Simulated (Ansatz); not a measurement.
Functionals compared on NH2 on the 1x1 (0001) surface of corundum (cut with top plane Al), one in a 1x1 cell, started at the site 'over Al at depth 1.0 Å', in Ansatz (plane waves, PAW). The structure was relaxed with PBE; the other rows are single points on it, each with its references at the same level. Cutoff 420 eV (500 eV for r2SCAN). The points keep PBE's geometry, so the relaxation of a polaron and the settling of charge on one site are left out. HSE06 used the coarser mesh 4x4x1.

Host crystal: corundum, with a band gap (PBE, scalar-relativistic without spin-orbit coupling).

Slab: 23 atoms, 6.7 Å thick at the start under the adsorbate (thin: gaps and levels are the slab's own); k 6x6x1, smearing 0.01 eV, dipole-corrected; 9 atoms held, the rest relaxed; no symmetry held; spin-polarised, ending with about 1.0 μB a cell; orders that need a larger cell were not tried, no spin-orbit, no U, no dispersion correction. It is one chosen start, not shown to be the lowest state of the adsorbate. These notes are the PBE run's. r2SCAN: The program's check for a lower electronic state was not made. HSE06: The program's check for a lower electronic state was not made. Adsorption energies are against NH3(g) − ½ H2(g). A negative adsorption energy means that the adsorbate is more stable on the surface than in its reference.

A dash marks a value that is undefined for that row or was read on another mesh.

```tsv
functional	adsorption energy (eV)	gap of the slab on its k-mesh (eV)	highest filled level below the top vacuum level (eV)	magnetic moment of the cell (μB)
PBE	1.10	0.16	4.88	1.00
RPBE	1.11	0.17	4.81	1.00
r2SCAN	(withheld)	(withheld)	(withheld)	1.00
HSE06	1.55	–	–	1.00
```

Problem. Some entries are withheld; supply them.

Solution. 
- r2SCAN, adsorption energy (eV): 1.06
- r2SCAN, gap of the slab on its k-mesh (eV): 0.34
- r2SCAN, highest filled level below the top vacuum level (eV): 4.82

Ansatz is a first-principles code.
